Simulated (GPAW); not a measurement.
Troubleshooting GPAW: a failed run on KAg3Se2 (C2/m, 12 atoms in the cell). The aim is a self-consistent single point with DFT LDA (Perdew-Wang 92), plane waves, GPAW PAW datasets LDA (gpaw-data 1.0.1).

Cell that was meant: a = 8.5894 Å, b = 8.5894 Å, c = 8.7590 Å, α = 114.65°, β = 114.65°, γ = 29.57°.

Part of the input:

```python
from ase.units import GPa
from gpaw import GPAW, PW, FermiDirac

atoms = Atoms(['Ag', 'Ag', 'K', 'K', 'Ag', 'Ag', 'Se', 'Se', 'Se', 'Se', 'Ag', 'Ag', 'Ag'],
              cell=[[8.305000, -2.192000, 0.000000],
                    [8.305000, 2.192000, 0.000000],
                    [-3.777744, 0.000000, 7.902451]],
[...]
                         [0.718000, -0.000000, 5.580237],
                         [12.114256, -0.000000, 2.322214],
                         [-0.573987, 0.000000, 3.148178],
                         [13.406243, 0.000000, 4.754273],
                         [13.404786, 0.018294, 4.800786]],
              pbc=True)

calc = GPAW(mode=PW(600),
            xc='LDA',
            kpts={'size': (3, 3, 2), 'gamma': True},
            occupations=FermiDirac(0.1),
            nbands=-19,
            symmetry={'symmorphic': False, 'tolerance': 0.0005},
            maxiter=150)
```

Output, abridged:

```
Input parameters:
  kpts: {gamma: True,
         size: (3, 3, 2)}
  maxiter: 150
  mode: {ecut: 600.0,
         name: pw}
  nbands: -19
  occupations: {fixmagmom: False,
                name: fermi-dirac,
                width: 0.1}
  symmetry: {symmorphic: False,
             tolerance: 0.0005}

species:
  Ag:
    name: Silver
    Z: 47.0
    valence: 17
   [... lines left out ...]
 Maximum number of scf [iter]ations: 150

Symmetries present (total): 1
Symmetries with fractional translations: 0
18 k-points: 3 x 3 x 2 Monkhorst-Pack grid + [0.000000,0.000000,1/4]
10 k-points in the irreducible part of the Brillouin zone
       k-points in crystal coordinates                weights
   0:     0.00000000    0.00000000    0.00000000          1/18
   1:     0.00000000    0.00000000    0.50000000          1/18
   2:     0.00000000    0.33333333    0.00000000          2/18
   3:     0.00000000    0.33333333    0.50000000          2/18
   4:     0.33333333   -0.33333333    0.00000000          2/18
   5:     0.33333333   -0.33333333    0.50000000          2/18
   6:     0.33333333    0.00000000    0.00000000          2/18
   7:     0.33333333    0.00000000    0.50000000          2/18
   8:     0.33333333    0.33333333    0.00000000          2/18
   9:     0.33333333    0.33333333    0.50000000          2/18

Wave functions: Plane wave expansion
  Cutoff energy: 600.000 eV
  Number of coefficients (min, max): 9578, 9623
  Pulay-stress correction: 0.000000 eV/Ang^3 (de/decut=0.000000)

Occupation numbers: Fermi-Dirac:
  width: 0.1000  # eV

Eigensolver

Densities:
  Coarse grid: 49*49*50 grid
  Fine grid: 98*98*100 grid
  Total Charge: 0.000000

Density mixing:
  Method: separate
  Backend: pulay
  Linear mixing parameter: 0.05
  old densities: 5
  Damping of long wavelength oscillations: 50

Hamiltonian:
  XC and Coulomb potentials evaluated on a 98*98*100 grid
  External potential:
    NoExternalPotential

Number of atoms: 13
Number of atomic orbitals: 110
Number of bands in calculation: 99
Number of valence electrons: 161
Bands to converge: occupied

Density initialized from atomic densities
Traceback (most recent call last):
   [... frames left out ...]
numpy.linalg.LinAlgError: The leading minor of order 100 of B is not positive definite. The factorization of B could not be completed and no eigenvalues or eigenvectors were computed.
```

**Question.** From the messages shown, name the fault and mend the input.

**Answer.** The fault is one atom entered twice; here the program stops on it instead of giving results. To fix it, remove the duplicate atom. The program stopped with an error.

An input that runs soundly differs in these lines (not the only fix; some lines may just follow from the change or write a value another way):
```diff
-atoms = Atoms(['Ag', 'Ag', 'K', 'K', 'Ag', 'Ag', 'Se', 'Se', 'Se', 'Se', 'Ag', 'Ag', 'Ag'],
+atoms = Atoms(['Ag', 'Ag', 'K', 'K', 'Ag', 'Ag', 'Se', 'Se', 'Se', 'Se', 'Ag', 'Ag'],
-                         [13.406243, 0.000000, 4.754273],
-                         [13.404786, 0.018294, 4.800786]],
+                         [13.406243, 0.000000, 4.754273]],
-            nbands=-19,
+            nbands=-18,
```

With that input, the run converged in 18 iterations: free energy E − TS (from the program's reference atoms) -47.1822 eV; Fermi level (on the code's own zero) 4.97 eV; pressure -3.81 GPa; largest force (vector length) 0.277 eV/Å (DFT LDA (Perdew-Wang 92), plane waves, GPAW PAW datasets LDA (gpaw-data 1.0.1)).

On the sound input: the starting cell comes from a database of published, mostly measured structures (it also holds non-ambient and calculated ones), without a prior relaxation at this level. With a pressure of about -4 GPa the cell is away from its equilibrium volume at this level. The run gives no clean gap (levels at the Fermi energy touch, overlap or are partly filled at this smearing), which alone does not show that the compound is a metal. Without a gap this mesh is coarse (it stands for a supercell whose shortest vector is 13 Å).
